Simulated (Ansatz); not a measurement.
We consider In2S3 (R-3c, No. 167, 10 atoms in the cell; start mp-22375; a measured phase of this formula has another space group), described by LDA (PAW; Ansatz, a program for electronic structure).

Run with plane-wave cutoff 520 eV, 6×6×6 k mesh, Fermi–Dirac smearing 0.01 eV, scalar-relativistic PAW data made under PBE.

Cell (relaxed with PBEsol):

```
In2S3
1.0
    3.28658     1.89751     5.86900
   -3.28658     1.89751     5.86900
    0.00000    -3.79502     5.86900
In S
4 6
Direct
  0.35529   0.35529   0.35529
  0.64471   0.64471   0.64471
  0.14471   0.14471   0.14471
  0.85529   0.85529   0.85529
  0.54722   0.25000   0.95278
  0.45278   0.75000   0.04722
  0.95278   0.54722   0.25000
  0.04722   0.45278   0.75000
  0.25000   0.95278   0.54722
  0.75000   0.04722   0.45278
```

Give the computed band gap and smallest direct gap on the k points sampled.


* **band gap**: 0.29 eV
* **smallest direct gap on the k points sampled**: 0.53 eV

Note: cell and atoms aren't relaxed at this level (pressure -2.1 GPa).

Spin–orbit coupling is not included.

Static lattice: no zero-point or thermal effects.

It cost roughly 60 core-seconds of CPU time.

A start named mp-… is a Materials Project structure, which need not be a measured phase.
